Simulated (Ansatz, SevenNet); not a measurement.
For CsCl-type NiAl, the machine-learned potential SevenNet-0 (trained on PBE and PBE+U data) gives:

* **lattice constant a**: 2.886 Å
* **zone-centre TO phonon frequency**: 219 cm⁻¹
* **elastic constant C11**: 191 GPa
* **elastic constant C44**: 65.8 GPa
* **Voigt–Reuss–Hill shear modulus**: 35.1 GPa
* **formation enthalpy**: -0.670 eV/atom

### Question
What does r²SCAN (Ansatz, a quantum-chemistry and plane-wave program, PAW) give for the same quantities?

### Answer

- lattice constant a: 2.863 Å (drops by 0.8 %)
- zone-centre TO phonon frequency: 309 cm⁻¹ (grows by 41 %)
- elastic constant C11: 233 GPa (goes up by 22 %)
- elastic constant C44: 134 GPa (increases by 100 %)
- Voigt–Reuss–Hill shear modulus: 85.1 GPa (increases by 140 %)
- formation enthalpy: -0.676 eV/atom (moves by -0.006 eV/atom)

For comparison: lattice constant a 2.882 Å (measured, extrapolated to 0 K, zero-point anharmonic expansion removed (Haas, Tran, Blaha 2009); as tabulated in Levämäki et al. (2014), arXiv:1402.3671); formation enthalpy -0.640 ± 0.01 eV/atom (measured, 298 K, copied from a table, unchecked, not corrected to a static lattice; as tabulated in Wang et al. (2021), doi:10.1038/s41598-021-94550-5).

Changes are worked out from the printed values.

Unless a cell is named, each level is at its own relaxed cell (SevenNet-0 12.02, r²SCAN 11.74 Å³/atom).

The crystal itself was run without spin with r²SCAN; a magnetic state was not tried in these runs.

Ansatz's density-functional and Hartree–Fock values are scalar-relativistic unless marked +SOC, with PAW data made under PBE.
